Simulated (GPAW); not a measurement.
## What a tighter setting buys: ecut, LaAlGe (I4_1md, 6 atoms in the cell)

```
LaAlGe
1.0
   -2.18816     2.18816     7.37160
    2.18816    -2.18816     7.37160
    2.18816     2.18816    -7.37160
La Al Ge
2 2 2
Direct
  0.50020   0.00020   0.50000
  0.75020   0.75020   0.00000
  0.91717   0.41717   0.50000
  0.16717   0.16717   0.00000
  0.08414   0.58414   0.50000
  0.33414   0.33414   0.00000
```

Method of the run: LDA (Perdew-Wang 92), GPAW PAW datasets LDA (gpaw-data 1.0.1) (plane waves; GPAW).

Base settings: mode = pw; ecut = 800 eV; xc = LDA; kpts = 5 5 5; mesh shift (steps) = 0 0 0; occupations.name = fermi-dirac; occupations.width = 0.1 eV; nbands = -14; symmetry.symmorphic = false; symmetry.tolerance = 0.0005.

Misses are taken against the tightest run, 1040 eV, which need not be fully converged itself. The energy is the free energy per atom.

The count of work is k-points × plane waves × bands × iterations; it is no time, and leaves out set-up, grids and terms that scale otherwise. Core times come from one kind of shared machine and are given to one figure; runs under 30 s give none.

The starting cell comes from a database of computed structures (which also holds hypothetical and non-ambient phases and stackings), without a prior relaxation at this level. In the base run, with a pressure of about -4 GPa the cell is away from its equilibrium volume at this level.

The runs (ecut): 320 eV | 400 eV | 480 eV | 560 eV | 640 eV | 720 eV | 800 eV | 920 eV | 1040 eV.

Task: Which is the coarsest setting among those run that, with all tighter ones, holds the energy within 2 meV/atom of the reference, and what does it save?

Result: 560 eV, off by 1.4 meV/atom; it needs 0.35 of the reference's count of work and about 0.2 of the reference's time.

Task: Which is the coarsest setting among those run that, with all tighter ones, holds the energy within 0.5 meV/atom of the reference, and what does it save?

Result: 800 eV, off by 0.26 meV/atom; its saving against the reference is no more than about a factor of 2 in the count of work.

Task: What does the step from 320 eV to 640 eV buy?

Result: It takes the miss in the energy from 6.6 to 1.0 meV/atom, for 3.0 times the count of work and roughly 3 times the time.

```csv
ecut,energy less reference (meV/atom),count of work / reference,core time / reference (rough)
320 eV,6.64,0.17,0.09
400 eV,4.62,0.20,0.1
480 eV,2.32,0.28,0.2
560 eV,1.40,0.35,0.2
640 eV,1.01,0.50,0.3
720 eV,0.57,0.54,0.4
800 eV,0.26,0.68,0.5
920 eV,0.08,0.95,0.5
1040 eV,0.00,1.0,1
```
